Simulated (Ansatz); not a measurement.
Take GaAs in the zinc blende structure (space group F-43m, No. 216) as the base.

```yaml
crystal:
  lattice:
    - [0.00000, 2.83335, 2.83335]
    - [2.83335, 0.00000, 2.83335]
    - [2.83335, 2.83335, 0.00000]
  atoms:
    - { symbol: Ga, position: [0.00000, 0.00000, 0.00000] }
    - { symbol: As, position: [0.25000, 0.25000, 0.25000] }
```

Cartesian axes are those of the cell as printed.

Method: r2SCAN (Ansatz, a program for electronic structure, PAW, without spin-orbit coupling).

Modification: uniaxial strain ε_zz = −2.00 %, all other strain components held at zero, atoms relaxed at fixed cell.

Predict the stress tensor and what it implies for the stiffness.

Stress of the strained cell less that of the base (GPa, compression positive):
```
   1.09    0.00    0.00
   0.00    1.09    0.00
   0.00    0.00    2.40
```

Then −Δσ_ii/ε with ε = -0.0200 gives secant stiffness values (nonlinear terms included at this strain): C33 ≈ 120 GPa, C13 ≈ 54 GPa and C23 ≈ 54 GPa.

Stability against distortions was not tested.
